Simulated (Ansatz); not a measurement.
# Competing hops of interstitial H in zinc-blende GaP, charge state +1

Defect migration in zinc-blende GaP: interstitial H, charge state +1. Calculation: PBE, PAW (plane waves to 420 eV; Ansatz, a first-principles code).

Settings: 64 host sites, the relaxed PBE lattice, one k-point at (0.250, 0.250, 0.250), smearing 0.01 eV, spin-restricted, no image-charge correction. No zero-point or tunnelling terms. The charge state is imposed; whether it is stable for some Fermi level was not computed. Sites that were not tried may lie lower.

Barriers: single points on a 2×2×2 k-point mesh shifted by half a step at the bands' geometries.

| Route | Start site over the lowest site run (eV) | Hop (Å) | Forward barrier (eV) | Backward barrier (eV) | Neighbours at the start | Neighbours at the saddle | Saddle order | Forward, on the band's own sampling (eV) |
|---|---|---|---|---|---|---|---|---|
| several atoms move together, H the farthest | 0.00 | 1.73 | 0.36 | 0.36 | Ga at 1.92; P at 1.43 Å | 2 Ga at 2.16; P at 1.45 Å | not checked, on a symmetry element | 0.39 |

Paths come from climbing-image nudged elastic band runs.  A band can be held on a symmetry element, so unchecked saddle points there may be too high. A further band (several atoms move together, H the farthest, 1.68 Å) gave 0.40 eV forward on its own sampling, 0.40 eV above the lowest site run, but one of its ends is hardly a minimum (the way back has under 0.02 eV), so it is not taken as a result.
